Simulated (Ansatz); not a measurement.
## GaAs: pressure series

The parent structure is GaAs in the zinc blende structure (space group F-43m, No. 216; a = 5.667 Å).

Cell and atoms are relaxed at each pressure.

Computed with r2SCAN in Ansatz (plane waves to 500 eV, PAW, no spin-orbit coupling).

Computed cases, in order: pressure −2 GPa; pressure −1 GPa; 0 GPa (base); pressure 1.8 GPa; pressure 4.2 GPa; pressure 9 GPa; pressure 18 GPa; pressure 30 GPa; pressure 45 GPa; pressure 60 GPa.

**Question.** Between which two neighbouring cases does the gap turn between direct and indirect?

**Answer.** Between pressure 4.2 GPa (1.38 eV, direct at Γ) and pressure 9 GPa (1.56 eV, indirect, Γ → Γ–X (87 % along)). The whole series: pressure −2 GPa: 0.73 eV, direct at Γ; pressure −1 GPa: 0.85 eV, direct at Γ; 0 GPa (base): 0.96 eV, direct at Γ; pressure 1.8 GPa: 1.15 eV, direct at Γ; pressure 4.2 GPa: 1.38 eV, direct at Γ; pressure 9 GPa: 1.56 eV, indirect, Γ → Γ–X (87 % along); pressure 18 GPa: 1.41 eV, indirect, Γ → Γ–X (87 % along); pressure 30 GPa: 1.23 eV, indirect, Γ → X; pressure 45 GPa: 1.03 eV, indirect, Γ → X; pressure 60 GPa: 0.85 eV, indirect, Γ → X.

Load acts through the strain it causes; cell and atoms are relaxed under it. Stability against distortions was not tested. Measured, GaAs leaves this structure (for a Cmcm phase) near 15 GPa (room temperature; as listed in arXiv:1906.07825).

Ansatz is an electronic-structure program.
